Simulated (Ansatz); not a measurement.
The parent structure is Lu in the hcp (Mg type) structure (space group P6_3/mmc, No. 194; a = 3.506 Å, c = 5.482 Å; relaxed with 0.1 eV smearing). Axes: x lies along a and z along c of the hexagonal cell.

Calculations: Ansatz (a first-principles code), PBE, PAW, cutoff 420 eV, without spin-orbit coupling.

Base values:

| Quantity | Value |
|---|---|
| Shortest interatomic distance | 3.407 Å |
| Band gap | zero |
| Pressure | 0.0 GPa |

Now apply this change: uniaxial strain ε_zz = −2.50 %, all other strain components held at zero, atoms relaxed at fixed cell.

Question: Predict the new energy relative to the base.

Answer: The energy grows by 5.4 meV/atom.

Question: What happens to the shortest interatomic distance?

Answer: The shortest interatomic distance falls by 0.0549 Å to 3.353 Å.

Question: How does this affect the band gap?

Answer: The band gap is still zero.

Question: How does this affect the pressure?

Answer: The pressure (mean of the normal stresses, compression positive) goes from zero to 1.2 GPa.

Stability against distortions was not tested.
